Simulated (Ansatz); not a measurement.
Reference: MgSe (Fm-3m), r2SCAN with spin-orbit coupling, rigid bands (plane waves, PAW; Ansatz, an electronic-structure program); axes and stresses refer to this cell.

```
MgSe
1.0
    0.00000     2.73608     2.73608
    2.73608     0.00000     2.73608
    2.73608     2.73608     0.00000
Mg Se
1 1
Direct
  0.00000   0.00000   0.00000
  0.50000   0.50000   0.50000
```

Seebeck coefficient, n-type 1e19 cm⁻³: -246 μV/K
electron conductivity mass: 0.31 mₑ
hole conductivity mass: 0.97 mₑ

Task: Change: biaxial stress xx = yy = -1 GPa (compression positive). What happens to Seebeck coefficient, n-type 1e19 cm⁻³, electron conductivity mass, hole conductivity mass?

Result: Seebeck coefficient, n-type 1e19 cm⁻³ shrinks in size to -223 μV/K; electron conductivity mass moves little, to 0.31 mₑ; hole conductivity mass goes up to 1.00 mₑ.

Task: Change: biaxial stress xx = yy = 1 GPa (compression positive). What happens to Seebeck coefficient, n-type 1e19 cm⁻³, electron conductivity mass, hole conductivity mass?

Result: Seebeck coefficient, n-type 1e19 cm⁻³ falls in size to -231 μV/K; electron conductivity mass moves little, to 0.31 mₑ; hole conductivity mass moves little, to 0.96 mₑ.

Task: Change: biaxial stress xx = yy = 2 GPa (compression positive). What happens to Seebeck coefficient, n-type 1e19 cm⁻³, electron conductivity mass, hole conductivity mass?

Result: Seebeck coefficient, n-type 1e19 cm⁻³ decreases in size to -218 μV/K; electron conductivity mass moves little, to 0.31 mₑ; hole conductivity mass decreases to 0.87 mₑ.

Task: Change: hydrostatic pressure 10 GPa. What happens to Seebeck coefficient, n-type 1e19 cm⁻³, electron conductivity mass, hole conductivity mass?

Result: Seebeck coefficient, n-type 1e19 cm⁻³ moves little, to -247 μV/K; electron conductivity mass moves little, to 0.31 mₑ; hole conductivity mass drops to 0.84 mₑ.

Task: Change: hydrostatic pressure 2 GPa. What happens to Seebeck coefficient, n-type 1e19 cm⁻³, electron conductivity mass, hole conductivity mass?

Result: Seebeck coefficient, n-type 1e19 cm⁻³ moves little, to -246 μV/K; electron conductivity mass moves little, to 0.31 mₑ; hole conductivity mass falls to 0.94 mₑ.

Task: Change: hydrostatic pressure 5 GPa. What happens to Seebeck coefficient, n-type 1e19 cm⁻³, electron conductivity mass, hole conductivity mass?

Result: Seebeck coefficient, n-type 1e19 cm⁻³ moves little, to -246 μV/K; electron conductivity mass moves little, to 0.31 mₑ; hole conductivity mass drops to 0.89 mₑ.

Masses are for dilute carriers at 300 K, harmonic means over directions unless an axis is named. Seebeck coefficients are for the stated density at 300 K, with one relaxation time for all states and whether or not that doping can be reached. Stresses and pressures are the targets of the relaxation.  The structure type is held under load, also where the real crystal would transform.
